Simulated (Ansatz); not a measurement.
**Ga2O3: pressure series**

Take Ga2O3 in the corundum structure (space group R-3c, No. 167) as the base.

```xyz
10
Lattice="2.5288 1.4600 4.5411 -2.5288 1.4600 4.5411 0.0000 -2.9201 4.5411" Properties=species:S:1:pos:R:3 pbc="T T T"
Ga     0.0000     0.0000     4.8477
Ga     0.0000     0.0000     1.9639
Ga     0.0000     0.0000     8.7754
Ga     0.0000     0.0000    11.6593
O     -0.9957     1.4600     7.9468
O     -0.7666    -1.5923     7.9468
O      1.7623     0.1323     7.9468
O      0.9957    -1.4600     5.6763
O      0.7666     1.5923     5.6763
O     -1.7623    -0.1323     5.6763
```

Cell and atoms are relaxed at each pressure.

Method: PBE (Ansatz, a quantum-chemistry and plane-wave program), scalar-relativistic without spin-orbit coupling.

Notes on the quantities. enthalpy: H = E + PV relative to the base's energy.

| variant | band gap | density | enthalpy |
|---|---|---|---|
| base | 2.40 eV | 6.19 g/cm³ | – |
| pressure −2 GPa | [?] | [?] | -0.13 eV/atom |
| pressure −1 GPa | 2.35 eV | 6.16 g/cm³ | -0.06 eV/atom |
| pressure 0.9 GPa | 2.45 eV | 6.22 g/cm³ | +0.06 eV/atom |
| pressure 2.1 GPa | 2.51 eV | 6.25 g/cm³ | +0.13 eV/atom |
| pressure 4.5 GPa | 2.63 eV | 6.32 g/cm³ | +0.28 eV/atom |
| pressure 9 GPa | 2.83 eV | 6.45 g/cm³ | +0.55 eV/atom |
| pressure 15 GPa | 3.08 eV | 6.61 g/cm³ | +0.91 eV/atom |
| pressure 22.5 GPa | 3.37 eV | 6.79 g/cm³ | +1.35 eV/atom |
| pressure 30 GPa | 3.63 eV | 6.95 g/cm³ | +1.77 eV/atom |

Question: Fill in the withheld entries from the trend.

Answer: 
- pressure −2 GPa, band gap: 2.30 eV
- pressure −2 GPa, density: 6.12 g/cm³

Load acts through the strain it causes; cell and atoms are relaxed under it. No phonon test of stability was made. No other phases were tried under pressure.
